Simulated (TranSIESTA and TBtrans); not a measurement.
Junction: Sn chain with one C atom inserted. Leads: straight Sn chain, spacing 2.612 Å. Geometry: 3 atoms about the centre moved by SIESTA (PBE, DZP) to a largest force of 0.00 eV/Å, all others as built, motion along the axis alone. Transport runs along z; the first 6 and the last 6 of the 19 atoms are the lead cells, repeated to infinity.

```xyz
19
Lattice="9.000 0.000 0.000 0.000 9.000 0.000 0.000 0.000 48.454" Properties=species:S:1:pos:R:3 pbc="F F T"
Sn     4.500     4.500     0.000
Sn     4.500     4.500     2.612
Sn     4.500     4.500     5.224
Sn     4.500     4.500     7.836
Sn     4.500     4.500    10.448
Sn     4.500     4.500    13.060
Sn     4.500     4.500    15.672
Sn     4.500     4.500    18.284
Sn     4.500     4.500    20.974
C      4.500     4.500    22.921
Sn     4.500     4.500    24.869
Sn     4.500     4.500    27.558
Sn     4.500     4.500    30.170
Sn     4.500     4.500    32.782
Sn     4.500     4.500    35.394
Sn     4.500     4.500    38.006
Sn     4.500     4.500    40.618
Sn     4.500     4.500    43.230
Sn     4.500     4.500    45.842
```

Run with TranSIESTA and TBtrans (open boundaries, self-consistent; PseudoDojo norm-conserving potentials, scalar-relativistic): PAO.BasisSize DZP, PAO.EnergyShift 0.15 eV, XC.Authors PBE, Mesh.Cutoff 200 Ry, ElectronicTemperature 300 K, TS.Voltage 0.0 eV, TBT.Elecs.Eta 0.001 eV, no spin polarisation.

Energies count from the leads' Fermi level. Transmissions are for one spin of a degenerate pair. The energy step is 0.01 eV; narrower resonances are cut or missed.

| E (eV) | T |
|---|---|
| -0.20 | 2.03 |
| -0.15 | 2.06 |
| -0.10 | 2.09 |
| -0.05 | 2.11 |
| 0.00 | 2.13 |
| 0.05 | 2.15 |
| 0.10 | 2.17 |
| 0.15 | 2.18 |
| 0.20 | 2.19 |

Q: Give the zero-bias conductance in μS and the resistance at 300 K.

A: At the Fermi level T = 2.13. Averaged with −∂f/∂E over the full grid (kT = 25.9 meV) it is 2.13. With G0 = 2e²/h = 77.48 μS, G = 165 μS and R = 1/G = 6.06 kΩ.

Q: The eigenchannels at the Fermi level transmit 0.755, 0.755, 0.622. What Fano factor of the shot noise follows at low temperature and bias?

A: F = Σ τ(1 − τ)/Σ τ = 0.605/2.13 = 0.28.

The straight chain is held at its spacing; free chains may zigzag or dimerise. No spin-polarised start was tried, so a magnetic state, if there is one, is missed.
